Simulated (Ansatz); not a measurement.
The parent structure is Ti in the hcp (Mg type) structure (space group P6_3/mmc, No. 194; a = 2.9391 Å, c = 4.6502 Å).

Level of theory: Ansatz (a program for electronic structure) PBE, no SOC.

For the base:

| Property | Value |
|---|---|
| Density | 4.57 g/cm³ |
| Shortest interatomic distance | 2.878 Å |

Modification: cell and atoms relaxed at a pressure of 0.9 GPa.

**Question.** Predict the new density.

**Answer.** The density rises by 0.04 g/cm³ (4.57 g/cm³ → 4.61 g/cm³).

**Question.** What does the calculation give for the shortest interatomic distance after the change?

**Answer.** The shortest interatomic distance falls by 0.007 Å, from 2.878 Å to 2.871 Å.

Load acts through the strain it causes; cell and atoms are relaxed under it. Stability against distortions was not tested. The final runs are not spin-polarised.
